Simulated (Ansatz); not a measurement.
**A short convergence ladder for Ti3Zn (I4/mmm, 4 atoms in the cell)**

```yaml
crystal:
  lattice:
    - [-1.96921, 1.96921, 4.20397]
    - [1.96921, -1.96921, 4.20397]
    - [1.96921, 1.96921, -4.20397]
  atoms:
    - { symbol: Ti, position: [0.75000, 0.25000, 0.50000], spin: 1.0 }
    - { symbol: Ti, position: [0.25000, 0.75000, 0.50000], spin: 1.0 }
    - { symbol: Ti, position: [0.50000, 0.50000, 0.00000], spin: 1.0 }
    - { symbol: Zn, position: [0.00000, 0.00000, 0.00000] }
```
(The spins are starting values, not results.)

Base method: LDA (PW92), default PAW files made with PBE (plane waves; Ansatz, a first-principles code).

Base settings: basis.ecutwfc = 420 eV; kpoints.mp_grid.grid = 8 8 8; hamiltonian.xc = lda; hamiltonian.pseudopotentials = {kind: paw} (the program's default PAW files); magnetization.spin_polarized = true; scf.occupations.method = fermi_dirac; scf.occupations.width = 0.1 eV.

Core times come from one kind of shared machine, to one figure; runs under 30 s give none.

**The force threshold of a relaxation**

On Ti₃Zn (I4mm, 4 atoms in the cell): one atom moved by 0.15 angstrom.

In this ladder: relax = atoms.

The mesh stays at the base's, so the ladder's end is converged at best in this setting alone.

Only quantities that move along the ladder and can be compared are tabulated.

| relax.f_tol | free energy less the last step's (meV/atom) | largest force left (eV/Å) | relaxation steps | core time / last (rough) |
|---|---|---|---|---|
| 0.2 eV/Å | 0.50 | 0.1315 | 2 | 0.6 |
| 0.1 eV/Å | 0.00 | 0.0033 | 3 | 0.5 |
| 0.05 eV/Å | 0.00 | 0.0032 | 3 | 0.7 |
| 0.03 eV/Å | 0.00 | 0.0031 | 4 | 0.6 |
| 0.02 eV/Å | 0.00 | 0.0031 | 4 | 0.9 |
| 0.01 eV/Å | 0.00 | 0.0030 | 4 | 0.7 |
| 0.005 eV/Å | 0.00 | 0.0030 | 4 | 0.8 |
| 0.002 eV/Å | 0.00 | 0.0001 | 5 | 1 |
| 0.001 eV/Å | 0.00 | 0.0001 | 5 | 1 |

Coarsest relax.f_tol that holds the largest force left within 0.005 eV/Å of the last step, with all finer ones: 0.1 eV/Å; the step before is off by 0.13 eV/Å.

Coarsest relax.f_tol that holds the free energy within 0.1 meV/atom of the last step, with all finer ones: 0.1 eV/Å; the step before is off by 0.50 meV/atom.

On the base run: the starting cell comes from a database of computed structures (which also holds hypothetical and non-ambient phases and stackings), without a prior relaxation at this level. Its lattice was rescaled by up to half a per cent. The starting moments vanished: the run ended non-magnetic. The program warned that a starting moment was not kept. In the base run, with a pressure of about -9 GPa the cell is away from its equilibrium volume at this level.

Keys are those of Ansatz 0.2.
